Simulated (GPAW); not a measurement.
Input and output of a self-consistent single point for Na2NiO2 (Immm, 5 atoms in the cell) (GPAW).

Level of theory: vdW-DF-cx, GPAW PAW datasets PBE (gpaw-data 1.0.1) (plane waves; GPAW).

```xyz
5
Lattice="-1.4348 2.2755 4.8240 1.4348 -2.2755 4.8240 1.4348 2.2755 -4.8240" Properties=species:S:1:pos:R:3 pbc="T T T"
Na     0.0000     0.0000     3.0984
Na     0.0000     0.0000     6.5497
Ni     0.0000     0.0000     0.0000
O      1.4348     0.0000     1.2618
O      0.0000     2.2755     3.5623
```

Reference input (self-consistent single point, DFT PBEsol, plane waves, GPAW PAW datasets PBEsol (made by gpaw-setup)): mode = pw; ecut = 900 eV; xc = PBEsol; kpts = 6 6 6; mesh shift (steps) = 0 0 0; occupations.name = methfessel-paxton; occupations.width = 0.01 eV; occupations.order = 0; nbands = -4; convergence.density = 1e-05 e/electron; convergence.energy = 1e-05 eV/electron; convergence.bands = -2. This run's input differs from it in these lines:

```diff
@@ -16,3 +16,3 @@
 calc = GPAW(mode={'name': 'pw', 'ecut': 900},
-            xc='PBEsol',
+            xc={'name': 'vdW-DF-cx', 'backend': 'libvdwxc'},
             kpts={'size': (6, 6, 6), 'gamma': True},
```

Its files differ too (potentials: GPAW PAW datasets PBE (gpaw-data 1.0.1)).

Output (repeated stretches shortened):

```
     iter     time        total  log10-change:
                         energy   eigst   dens
iter:   1 --:--:--     5.074003   +0.38
iter:   2 --:--:--     5.686092   -0.43  -1.16
iter:   3 --:--:--     7.195564   -0.57  -1.21
iter:   4 --:--:--     7.351646   -0.76  -1.45
iter:   5 --:--:--     7.391223   -1.65  -1.64
   [... 2 lines left out ...]
iter:   8 --:--:--     7.463280   -2.00  -2.44
iter:   9 --:--:--     7.463926   -2.55  -2.52
iter:  10 --:--:--     7.469386   -3.12  -2.53
iter:  11 --:--:--     7.469338   -3.94  -3.24
iter:  12 --:--:--     7.469376c  -5.13  -3.34
iter:  13 --:--:--     7.469387c  -5.22  -3.43
iter:  14 --:--:--     7.469387c  -5.13  -3.73
iter:  15 --:--:--     7.469390c  -6.06  -3.81
iter:  16 --:--:--     7.469380c  -5.83  -3.94
iter:  17 --:--:--     7.469384c  -6.20  -4.02
iter:  18 --:--:--     7.469385c  -6.95  -4.30
iter:  19 --:--:--     7.469386c  -7.13  -4.39
iter:  20 --:--:--     7.469386c  -7.46c -4.50
iter:  21 --:--:--     7.469386c  -7.09  -4.55
iter:  22 --:--:--     7.469386c  -7.71c -4.70
iter:  23 --:--:--     7.469386c  -8.53c -4.72
iter:  24 --:--:--     7.469386c  -9.08c -4.75
iter:  25 --:--:--     7.469386c  -8.27c -4.79
iter:  26 --:--:--     7.469386c  -7.71c -5.06c
Converged after 26 iterations.

Dipole moment: (-0.000000, -0.000000, 0.000000) |e|*Ang

Energy contributions relative to reference atoms: (reference = -54286.924045)

Kinetic:        +36.561546
Potential:      -32.460606
External:        +0.000000
XC:              +2.942777
Entropy (-ST):   -0.000000
Local:           +0.425669
SIC:             +0.000000
--------------------------
Free energy:     +7.469386
Extrapolated:    +7.469386

Non-local vdW-DF-cx correlation energy: 2.808203
Semilocal GGA_X_LV_RPW86+LDA_C_PW energy: -234.270778
(Not including atomic contributions)
Showing only first 2 kpts
 Kpt  Band  Eigenvalues  Occupancy
  0    19      2.68374    2.00000
  0    20      3.53773    2.00000
  0    21      5.19968    0.00000
  0    22      5.30221    0.00000

  1    19      2.89492    2.00000
  1    20      3.41480    2.00000
   [... lines left out ...]
Fermi level: 4.24453
Gap: 0.688 eV
Direct gap: 1.121 eV
   [... lines left out ...]
Energy (eV): 7.469386

Forces in eV/Ang:
  0 Na    0.00000    0.00000    0.18744
  1 Na    0.00000    0.00000   -0.18744
  2 Ni    0.00000    0.00000    0.00000
  3 O     0.00000    0.00000   -0.16135
  4 O     0.00000    0.00000    0.16135

Stress tensor:
    -0.005730     0.000000    -0.000000
     0.000000    -0.014336    -0.000000
    -0.000000    -0.000000     0.001252
Stress (GPa, Voigt): [-0.918  -2.2969  0.2006 -0.     -0.      0.    ]
```

The run converged in 26 iterations. GPAW prints stress with tension positive. Against the reference run the largest force goes from 0.415 to 0.187 eV/Å and the gap on the mesh goes from 0.580 to 0.688 eV.

At such cutoffs GPAW's stress carries a finite-basis (Pulay) error, which enters relaxed cells too; its log prints stress with tension positive.

The starting cell comes from a database of computed structures (which also holds hypothetical and non-ambient phases and stackings), without a prior relaxation at this level.

Cost on one core of a shared machine: roughly 8 min.
